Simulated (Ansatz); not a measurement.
Cl on the O site (Cl_O) in alpha quartz (start: the O site; 72-site cell, 2×2×2 Γ-centred sampling). Computed with PBE, PAW (plane waves to 420 eV; Ansatz, a program for electronic structure). Total energies of the localised charge states, counted from that of charge +1, and their image corrections (point charge with alignment); the host's valence-band maximum lies at 1.990 eV on the cells' energy zero and its gap is 5.68 eV.

```csv
charge,moment (μB),E − E(first) (eV),correction (eV)
+1,not spin-polarised,0.000,0.531
0,1.0,6.949,0.000
−1,not spin-polarised,12.367,0.189
```

Question: Derive the transition levels above the valence-band maximum and say which of them are thermodynamic.

Answer: A level is the Fermi energy at which two charges have equal formation energy: ε(q/q′) = [E(q′) + corr(q′) − E(q) − corr(q)] / (q − q′) − E_VBM.
ε(+1/0) = [(6.949 + 0.000) − (0.000 + 0.531)] / 1 − 1.990 = 4.43 eV
ε(0/−1) = [(12.367 + 0.189) − (6.949 + 0.000)] / 1 − 1.990 = 3.62 eV
Charge 0 lies above the lower envelope where its neighbours cross, so the level that counts is ε(+1/−1) = [(12.367 + 0.189) − (0.000 + 0.531)] / 2 − 1.990 = 4.02 eV.
Thermodynamic levels at least 0.1 eV inside the gap: (+1/−1) at 4.02 eV. They hold to tenths of an eV in this cell. Only the charges listed were compared. The geometries come from one start. Flagged in the runs: a host whose relaxation on this sampling wasn't shown to rest, a strain field that reaches the edge of the cell.
